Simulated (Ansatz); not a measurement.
We consider L1₀ (CuAu-type) FePt, described by BLYP (plane waves, PAW; Ansatz, a quantum-chemistry and plane-wave program).

Input file:

Ansatz 0.2 input:
```yaml
crystal:
  lattice:
    - [2.781103363, 0.0, 0.0]
    - [0.0, 2.781103363, 0.0]
    - [0.0, 0.0, 3.8236823223]
  atoms:
    - { symbol: Fe, position: [0.0, 0.0, 0.0], spin: 3.0 }
    - { symbol: Pt, position: [0.5, 0.5, 0.5], spin: 0.0 }
basis:
  ecutwfc: 520
  ecutrho_ratio: 4
  xc_grid: 2
kpoints:
  mp_grid: { grid: [20, 20, 16] }
hamiltonian:
  xc: blyp
  dispersion: none
  pseudopotentials: { kind: paw }
scf:
  occupations: { method: fermi_dirac, width: 0.05 }
  convergence: { dr2_threshold: 0.0000000002 }
output:
  forces: true
  stress: true
  eigenvalues: true
magnetization:
  spin_polarized: true
```

Output (set-up and result lines):

```
Crystal: 2 atoms, lattice volume = 29.574 Å³
Basis set: ecut = 520 eV, 799 PW (Γ), exchange–correlation on 48×48×60 points (8 copies of the dense FFT grid, shifted against one another)
Bands: 23, of which v1, the nominal top of the filled ones, is band 17 counted from 1 (16 counted from 0)
Symmetry: 16 space group operations
Space group: P4/mmm (ITA 123), of the structure as read, at distance tolerance 3.1e-5 Å
k-points: 594 of 6400
Initial density: superposition of atomic densities (chi_scale 0.1, normalization cell)
Functional: x = b88, c = lyp
SCF 1 converged in 14 iterations: F = -17037.708992 eV  dr2 = 9.97e-12
SCF converged after 14 iterations
Magnetization: 3.3230 μB (18.6615 up, 15.3385 down)
Free energy (F): -17037.708992 eV
Internal energy: -17037.697293 eV  (E = F + TS)
E sigma→0 (E₀):  -17037.703143 eV
Fermi energy:    19.308932 eV
--- Forces (eV/Å), atoms counted from 1 ---
  atom   1  Fe    -0.00000000     0.00000000     0.00000000
  atom   2  Pt     0.00000000    -0.00000000    -0.00000000
--- Stress (GPa, compression-positive) ---
        0.000091      -0.000000      -0.000000
       -0.000000       0.000091      -0.000000
       -0.000000      -0.000000       0.000222
  P = ⅓ Tr σ = 0.0001 GPa (0.001 kbar)
```

The PAW data were made under PBE.
